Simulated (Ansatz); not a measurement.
Ansatz (a first-principles code) run on a defect of Cs (1 atoms in the cell): self-consistent single point.

Computed with PBEsol, default PAW files made with PBE (plane waves; Ansatz).

The change in words: 2 x 1 x 1 supercell, one Cs atom taken out, nothing relaxed; kpoints.mp_grid.grid: 8 8 8 → 4 8 8. Reference geometry:
```yaml
crystal:
  lattice:
    - [-3.03475, 3.03475, 3.03475]
    - [3.03475, -3.03475, 3.03475]
    - [3.03475, 3.03475, -3.03475]
  atoms:
    - { symbol: Cs, position: [0.00000, 0.00000, 0.00000] }
```

Reference input (self-consistent single point, DFT, PBEsol, plane waves, default PAW files made with PBE): basis.ecutwfc = 420 eV; kpoints.mp_grid.grid = 8 8 8; hamiltonian.xc = pbesol; hamiltonian.pseudopotentials = {kind: paw} (the program's default PAW files); scf.occupations.method = gaussian; scf.occupations.width = 0.1 eV. This run's input differs from it in these lines:

Ansatz 0.2 input:
```diff
@@ -2,3 +2,3 @@
   lattice:
-    - [-3.034750, 3.034750, 3.034750]
+    - [-6.069500, 6.069500, 6.069500]
     - [3.034750, -3.034750, 3.034750]
@@ -6,3 +6,3 @@
   atoms:
-    - { symbol: Cs, position: [0.000000, 0.000000, 0.000000] }
+    - { symbol: Cs, position: [0.500000, 0.000000, 0.000000] }
 basis:
@@ -10,3 +10,3 @@
 kpoints:
-  mp_grid: { grid: [8, 8, 8] }
+  mp_grid: { grid: [4, 8, 8] }
 hamiltonian:
```

The program printed (abridged):

```
SCF iter   1: F=—  HF=-5585.558405 eV  |F-HF|=—  |Δ(HF+E_count)|=         —  Δρ=5.73e-4  dr2=1.38e-3  ethr=1.77e-3  ⟨swp⟩=6.6  Hψ=4237  notcnv=0
all-band conjugate gradients solve this SCF's bands
preconditioner: auto → LDOS
SCF iter   2: F=—  HF=-5585.561452 eV  |F-HF|=—  |Δ(HF+E_count)|=   3.05e-3  Δρ=1.98e-4  dr2=3.03e-4  ethr=1.53e-5  ⟨swp⟩=2.1  Hψ=1384  notcnv=0  defer=7
SCF iter   3: F=—  HF=-5585.561837 eV  |F-HF|=—  |Δ(HF+E_count)|=   3.85e-4  Δρ=8.79e-5  dr2=4.25e-5  ethr=3.37e-6  ⟨swp⟩=2.6  Hψ=756  notcnv=0  defer=7
SCF iter   4: F=—  HF=-5585.561879 eV  |F-HF|=—  |Δ(HF+E_count)|=   4.19e-5  Δρ=2.37e-5  dr2=2.67e-6  ethr=4.72e-7  ⟨swp⟩=2.5  Hψ=735  notcnv=0  defer=7
SCF iter   5: F=—  HF=-5585.561880 eV  |F-HF|=—  |Δ(HF+E_count)|=   1.39e-6  Δρ=5.22e-6  dr2=4.16e-7  ethr=2.96e-8  ⟨swp⟩=2.5  Hψ=741  notcnv=0  defer=8
SCF iter   6: F=-5585.561881 eV  HF=-5585.561881 eV  |F-HF|=1.13e-8  |Δ(HF+E_count)|=   4.08e-7  Δρ=2.05e-6  dr2=2.47e-8  ethr=1.11e-9  ⟨swp⟩=7.3  Hψ=3089  notcnv=0
SCF 1 converged in 6 iterations: F = -5585.561881 eV  dr2 = 2.47e-8
Free energy (F): -5585.561881 eV
Internal energy: -5585.555821 eV  (E = F + TS)
E sigma→0 (E₀):  -5585.558851 eV
Entropy (-TS):   -0.006060 eV (-6.060 meV/atom)
Fermi energy:    0.182409 eV
--- Forces (eV/Å), atoms counted from 1 ---
  atom   1  Cs     0.00000000     0.00000000    -0.00000000
--- Stress (GPa, compression-positive) ---
       -0.192708      -0.000000      -0.000000
       -0.000000      -0.048641      -0.038410
       -0.000000      -0.038410      -0.048641
  P = ⅓ Tr σ = -0.0967 GPa (-0.967 kbar)
  The stress holds the Pulay correction. Without it, at fixed plane waves, as pw.x and ABINIT print it: P = -0.0968 GPa
```

The run converged in 6 iterations. Against the reference run the free energy rises by 231 meV/atom.

The starting cell has typed, rounded lattice constants, without a prior relaxation at this level. Its lattice was rescaled by up to half a per cent.
